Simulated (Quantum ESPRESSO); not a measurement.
**How far to go with the k-point mesh: AlGaN₂ (P3m1, 4 atoms in the cell)**

```
AlGaN2
1.0
    3.12955     0.00000     0.00000
   -1.56478     2.71027     0.00000
    0.00000     0.00000     5.07141
Al Ga N
1 1 2
Direct
  0.00000   0.00000   0.00912
  0.66667   0.33333   0.49717
  0.66667   0.33333   0.11180
  0.00000   0.00000   0.62816
```

Level of theory: LDA (PZ), GBRV 1.5 ultrasoft (LDA) pseudopotentials (plane waves; Quantum ESPRESSO).

Base settings: ecutwfc = 50 Ry; ecutrho = 250 Ry; occupations = fixed; potentials = {Al: al_lda_v1.uspp.F.UPF, Ga: ga_lda_v1.4.uspp.F.UPF, N: n_lda_v1.2.uspp.F.UPF}; K_POINTS = automatic 7 7 3 0 0 0; nbnd = 24; conv_thr = 1e-10 Ry.

The second cell is the first with its lattice scaled by 0.98.

Only quantities that move along the ladder and can be compared are tabulated.

The count of work is k-points × plane waves × bands × iterations; it is no time. 

The starting cell comes from a database of computed structures (which also holds hypothetical and non-ambient phases and stackings), without a prior relaxation at this level. Its lattice was rescaled by up to half a per cent. One atom was moved a little off its site on purpose.

Steps (K_POINTS): automatic 2 2 1 0 0 0; automatic 4 4 2 0 0 0; automatic 5 5 3 0 0 0; automatic 6 6 4 0 0 0; automatic 7 7 3 0 0 0; automatic 8 8 4 0 0 0; automatic 10 10 6 0 0 0; automatic 13 13 7 0 0 0; automatic 16 16 9 0 0 0; automatic 19 19 10 0 0 0; automatic 24 24 13 0 0 0.

Problem. What is the coarsest K_POINTS that holds the free energy within 2 meV/atom of the last step, with all finer ones?

Solution. automatic 6 6 4 0 0 0, at 0.034 of the last step's count of work; the step before is off by 3.4 meV/atom.

Problem. What is the coarsest K_POINTS that holds the forces within 0.01 eV/Å of the last step, with all finer ones?

Solution. automatic 5 5 3 0 0 0, at 0.017 of the last step's count of work; the step before is off by 0.016 eV/Å.

Problem. What is the coarsest K_POINTS that holds the energy of the compressed cell less the first within 2 meV/atom of the last step, with all finer ones?

Solution. automatic 4 4 2 0 0 0, at 0.011 of the last step's count of work; the step before is off by 4.0 meV/atom.

```csv
K_POINTS,free energy less the last step's (meV/atom),energy of the compressed cell less the first (meV/atom),pressure (GPa),largest difference of a force vector from the last step's (eV/Å),gap on the mesh (eV),count of work / last
automatic 2 2 1 0 0 0,259.94,17.79,-2.42,0.520,2.773,0.0028
automatic 4 4 2 0 0 0,13.13,21.75,-1.44,0.016,2.918,0.011
automatic 5 5 3 0 0 0,3.36,21.65,-1.44,0.005,2.927,0.017
automatic 6 6 4 0 0 0,0.72,21.70,-1.43,0.001,2.931,0.034
automatic 7 7 3 0 0 0,0.73,21.71,-1.43,0.004,2.931,0.028
automatic 8 8 4 0 0 0,0.05,21.74,-1.42,0.000,2.932,0.049
automatic 10 10 6 0 0 0,0.00,21.75,-1.42,0.000,2.932,0.10
automatic 13 13 7 0 0 0,0.00,21.74,-1.42,0.000,2.932,0.18
automatic 16 16 9 0 0 0,0.00,21.74,-1.42,0.000,2.932,0.33
automatic 19 19 10 0 0 0,0.00,21.75,-1.42,0.000,2.932,0.50
automatic 24 24 13 0 0 0,0.00,21.75,-1.42,0.000,2.932,1.0
```

The energy difference between the two cells stays within 1 meV/atom of the last step's from automatic 4 4 2 0 0 0 on, the total only from automatic 6 6 4 0 0 0 on: much of the error is common to both cells and cancels.
